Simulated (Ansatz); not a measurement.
WC (model structure, started from the TiAs type, P6₃/mmc, No. 194, 8 atoms in the cell)

The numbers are results of PBEsol (PAW; Ansatz, a program for electronic structure), not measurements.

Settings: plane-wave cutoff 500 eV, 18×18×4 k mesh (along the axes of the cell as run), Fermi–Dirac smearing 0.05 eV, no spin polarisation, scalar-relativistic PAW data made under PBE.

Cell (relaxed at this level):

```
WC
1.0
    2.95529     0.00000     0.00000
   -1.47765     2.55936     0.00000
    0.00000     0.00000    10.92377
W C
4 4
Direct
  0.33333   0.66667   0.12185
  0.66667   0.33333   0.62185
  0.66667   0.33333   0.87815
  0.33333   0.66667   0.37815
  0.00000   0.00000   0.00000
  0.00000   0.00000   0.50000
  0.33333   0.66667   0.75000
  0.66667   0.33333   0.25000
```

| Property | Result |
|---|---|
| band gap | none |

Note: the relaxation could raise the start's symmetry but not lower it, so the cell can be a saddle point.

Spin–orbit coupling is not included.

Static lattice: no zero-point or thermal effects.

It cost very roughly 7 core-minutes of CPU time.

A model structure was made by putting elements into a prototype or built by hand; it is no filed structure, need not be a known phase, and can be a saddle point held by its symmetry.
